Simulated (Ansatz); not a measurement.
## Pressure series in SnO

Start from SnO in the litharge type structure (space group P4/nmm, No. 129; a = 3.793 Å, c = 4.764 Å; layered, stacked along the Cartesian z axis).

Cell and atoms are relaxed at each pressure.

Computed with Kohn–Sham DFT with the r2SCAN+rVV10 functional, run in Ansatz (a program for electronic structure) with PAW and 500 eV plane waves, no SOC, earlier PAW set.

Two rows of this table had their results exchanged by mistake.

| pressure | volume per atom (Å³) | shortest distance (Å) | band gap |
|---|---|---|---|
| pressure −2 GPa | 19.00 | 2.229 | 0.79 eV |
| pressure −1 GPa | 17.75 | 2.222 | 0.26 eV |
| pressure 0.9 GPa | 16.71 | 2.211 | zero |
| pressure 2.1 GPa | 14.74 | 2.176 | zero |
| pressure 4.5 GPa | 15.59 | 2.193 | zero |
| pressure 9 GPa | 16.28 | 2.205 | zero |
| pressure 15 GPa | 13.96 | 2.156 | zero |
| pressure 22.5 GPa | 13.27 | 2.136 | zero |
| pressure 30 GPa | 12.75 | 2.120 | zero |

Which two?

The rows for pressure 2.1 GPa and pressure 9 GPa: the volume has to fall steadily with pressure, so 16.28 Å³ belongs to pressure 2.1 GPa and 14.74 Å³ to pressure 9 GPa.

The mesh was chosen for an insulator and is coarse for the gapless case. Load acts through the strain it causes; cell and atoms are relaxed under it. Stability against distortions was not tested. Competing high-pressure phases were not computed. All final runs are without spin polarisation. The zero or small gap of SnO can change with the level of theory.
